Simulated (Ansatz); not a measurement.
The starting structures come from a database of crystals and need not be the phases stable at ambient conditions.

Inside the gap of an insulator the Bloch states are evanescent, with a wavenumber k + iκ along the transport direction.

Here is the system:

```
CELL_PARAMETERS angstrom
      4.60404     0.00000     0.00000
      0.00000     9.76331     0.00000
      0.00000     0.00000    10.17365
ATOMIC_POSITIONS crystal
  Ag 0.00000 0.41191 0.21294
  Ag 0.00000 0.58809 0.78706
  Ag 0.00000 0.08809 0.21294
  Ag 0.00000 0.91191 0.78706
  Hg 0.50000 0.75000 0.23265
  Hg 0.50000 0.25000 0.76735
  Hg 0.50000 0.00000 0.50000
  Hg 0.50000 0.50000 0.50000
  S  0.50000 0.50472 0.26207
  S  0.50000 0.49528 0.73793
  S  0.50000 0.99528 0.26207
  S  0.50000 0.00472 0.73793
  I  0.00000 0.75000 0.52272
  I  0.00000 0.25000 0.47728
  I  0.00000 0.25000 0.98472
  I  0.00000 0.75000 0.01528
```

Space group of this cell: Pmma. The cell was relaxed by PBE-D3(BJ); by PBEsol its mean pressure is -1.0 GPa.

Transport runs along the normal of the first two printed cell vectors.

The gap is the functional's own. No spin-orbit coupling. Mid-gap values are interpolated on the energy grid.

Question: Estimate the band gap and the smallest decay constant κ at mid-gap that PBEsol (Ansatz, a first-principles code) returns for this system.

Answer: Gap 1.18 eV on a 8×4×4 mesh; κ = 0.194 1/Å, at (0.500, 0.000) of the in-plane reciprocal vectors. At the zone centre, at the nearest computed energy, the slowest state has κ = 0.23 1/Å.
